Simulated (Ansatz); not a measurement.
Consider NaCl in the rock salt structure (space group Fm-3m, No. 225; a = 5.601 Å). Axes: x, y, z lie along the cube axes.

It is then changed as follows: biaxial strain −1.00 %, plane normal [001], relaxed out of plane (Cartesian); in-plane vectors clamped, the third vector and the atoms free.

Method: plane-wave PAW DFT at the PBEsol level (Ansatz, a quantum-chemistry and plane-wave program, 420 eV), without spin-orbit coupling.

### Question
Give the band edges at the high-symmetry points of the new zone, measured from its valence-band maximum.

### Answer
```tsv
point	valence edge (eV)	conduction edge (eV)
Γ	0.00	5.06
X	-0.64	7.50
P	-0.80	8.82
N	-0.29	7.11
M	-0.63	7.51
S	-0.52	8.17
S₀	-0.52	8.17
R	-0.84	8.86
G	-0.84	8.86
```

The gap is 5.06 eV, direct at Γ.

Whether these cells are dynamically stable was not tested. k-point labels follow each cell's own Brillouin zone.
